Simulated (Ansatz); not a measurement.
The reference is MgCrF$_{6}$ (space group R-3, No. 148; a = 5.158 Å, c = 13.179 Å (hexagonal axes); ferromagnetic).

Calculations: PBEsol (Ansatz, a program for electronic structure, PAW, spin-orbit coupling left out), earlier PAW set.

Before the change:

```
Quantity                     Value
-------------------  -------------
Lattice parameter a        5.158 Å
Magnetic state       ferromagnetic
Largest site moment        1.59 μB
```

Modification: V takes the place of Cr on all its sites; the structure is relaxed again.

What happens to the lattice parameter a?

The lattice parameter a rises by 0.1783 Å to 5.337 Å.

Predict the new magnetic state.

The magnetic state stays ferromagnetic.

What happens to the largest site moment?

The largest site moment shrinks by 0.82 μB, from 1.59 μB to 0.77 μB.

Whether these cells are dynamically stable was not tested. For MgVF6 in this form, whether it has been made was not checked. No Hubbard U is applied and the magnetic state is the run's own (MgCrF6 ferromagnetic); other magnetic orders, which need larger cells, were not tried and can change the gap.
